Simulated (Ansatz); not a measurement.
## Pressure series in TiO2

Consider TiO₂ in the anatase structure (space group I4_1/amd, No. 141; a = 3.7984 Å, c = 9.7038 Å).

Cell and atoms are relaxed at each pressure.

All numbers come from plane-wave PAW DFT at the PBE level (Ansatz, a quantum-chemistry and plane-wave program, 420 eV), scalar-relativistic without spin-orbit coupling, earlier PAW set.

```
P (GPa)  V (Å³/atom)
-------  -----------
-2.00         11.805
-1.00         11.735
1.80          11.549
4.20          11.396
9.00          11.109
18.00         10.620
29.99         10.056
```

### Question
Fit a third-order Birch–Murnaghan equation of state.

### Answer
Least squares on P(V) = (3B₀/2)[(V₀/V)^(7/3) − (V₀/V)^(5/3)]·[1 + (3/4)(B₀′ − 4)((V₀/V)^(2/3) − 1)] gives V₀ = 11.67 Å³/atom, B₀ = 173 GPa and B₀′ = 2.3.

Load acts through the strain it causes; cell and atoms are relaxed under it. Whether these cells are dynamically stable was not tested. Competing high-pressure phases were not computed. The final runs are not spin-polarised.
